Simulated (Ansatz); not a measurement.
```xyz
2
Lattice="0.0000 2.8796 2.8796 2.8796 0.0000 2.8796 2.8796 2.8796 0.0000" Properties=species:S:1:pos:R:3 pbc="T T T"
Se     4.3194     4.3194     4.3194
Cd     0.0000     0.0000     0.0000
```

A single point on CdSe with a change (pressure 15 GPa), its geometry relaxed with r2SCAN.

The values are results of HSE06/PAW in Ansatz (a quantum-chemistry and plane-wave program), spin-orbit coupling included, not measurements. k-mesh 6×6×6 (Γ-centred); smearing 0.01 eV (Fermi–Dirac).

What band gap does the calculation give?

1.78 eV.

Estimate the valence-band top at Γ (three highest Kramers pairs, from the VBM).

0.00, 0.00, -0.41 eV.

Single points use the geometry relaxed with r2SCAN. Load acts through the strain it causes; cell and atoms are relaxed under it. Whether these cells are dynamically stable was not tested. Tetrahedral semiconductors of this kind turn to denser phases somewhere between about 1 and 50 GPa; those were not computed, so compressed cells here can lie past the real transition. The cell was made from CdSe in the zinc blende structure (space group F-43m, No. 216) by this change: pressure 15 GPa.
